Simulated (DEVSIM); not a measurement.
Device: W/SiO2/p-GaAs capacitor, at 300 K.

| layer (left to right) | material | thickness (nm) | Na (cm⁻³) |
|---|---|---|---|
| 1 | SiO2 | 45.0 | - |
| 2 | GaAs | 19000 | 1.1e15 |

Metal gate on the left, work function 4.6 eV. Fixed charge at the semiconductor interface 0 cm⁻² (in units of +e); no interface traps.

The device is made up for the run: typed textbook-type constants, with dimensions and the other settings drawn at random. Values at 300 K.

```tsv
parameter	SiO2	GaAs
gap (eV)	9	1.424
affinity (eV)	0.9	4.07
permittivity	3.9	12.9
Nc (cm⁻³)	-	4.7e17
Nv (cm⁻³)	-	9e18
```

DEVSIM, 1D Poisson equation in equilibrium, Boltzmann statistics, complete ionisation; no quantum confinement or tunnelling. Metal contacts follow the ideal Schottky-Mott rule: no Fermi-level pinning, no interface dipoles.

The substrate doping was swept, all else fixed.

```
substrate doping (cm^-3)  minimum of the low-frequency capacitance (μF/cm²)  threshold voltage (band bending 2φF) (V)  flat-band voltage (V)
------------------------  -------------------------------------------------  ----------------------------------------  ---------------------
5.5e13                                                              0.00258                                      0.35                  -0.58
1.1e14                                                              0.00350                                      0.39                  -0.60
2.2e14                                                              0.00476                                      0.45                  -0.62
5.5e14                                                              0.00705                                      0.54                  -0.64
1.1e15                                                              0.00942                                      0.64                  -0.66
2.2e15                                                               0.0125                                      0.77                  -0.68
```

From the first row to the last the minimum of the low-frequency capacitance goes from 0.00258 to 0.0125. From the first row to the last the threshold voltage (band bending 2φF) goes from 0.35 to 0.77.
